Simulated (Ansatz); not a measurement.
Functionals compared on the (10-11) surface of hcp Y in its 1x1 cell, outermost plane spacing 0.46 Å in the ideal cut, in Ansatz (plane waves, PAW). The structure was relaxed with PBE; the other rows are single points on it, each with its references at the same level. Cutoff 420 eV (500 eV for r2SCAN).

Slab: 10 atoms, 11.5 Å thick at the start; k 11x6x1, smearing 0.1 eV, dipole-corrected; all atoms relaxed; held to the part of the start's symmetry that mesh and held atoms allow; no spin, no spin-orbit, no U. These notes are the PBE run's.

| functional | surface energy (J/m²) | work function of the top face (eV) | rough cost of the single point |
|---|---|---|---|
| PBE | 0.99 | 3.16 | – |
| LDA | 1.09 | 3.34 | about 70 core-seconds (a rough figure) |
| PBEsol | 1.07 | 3.22 | about 70 core-seconds (a rough figure) |
| RPBE | 0.91 | 3.06 | very roughly 70 core-seconds |
| r2SCAN | [?] | [?] | roughly 2.9 core-minutes |

Problem. What belongs in the gaps?

Solution. 
- r2SCAN, surface energy (J/m²): 1.06
- r2SCAN, work function of the top face (eV): 3.21

Ansatz is a program for electronic structure.
